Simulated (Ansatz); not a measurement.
Consider WC (space group P-6m2, No. 187; a = 2.898 Å, c = 2.828 Å).

Level of theory: PBEsol (Ansatz, a first-principles code), spin-orbit coupling left out.

Base values:

The volume per atom is 10.29 Å³.

The change: a negative pressure, −2 GPa.

Q: What happens to the volume per atom?

A: The volume per atom goes up by 0.05 Å³, from 10.29 Å³ to 10.34 Å³.

Load acts through the strain it causes; cell and atoms are relaxed under it. Stability against distortions was not tested. All final runs are without spin polarisation.
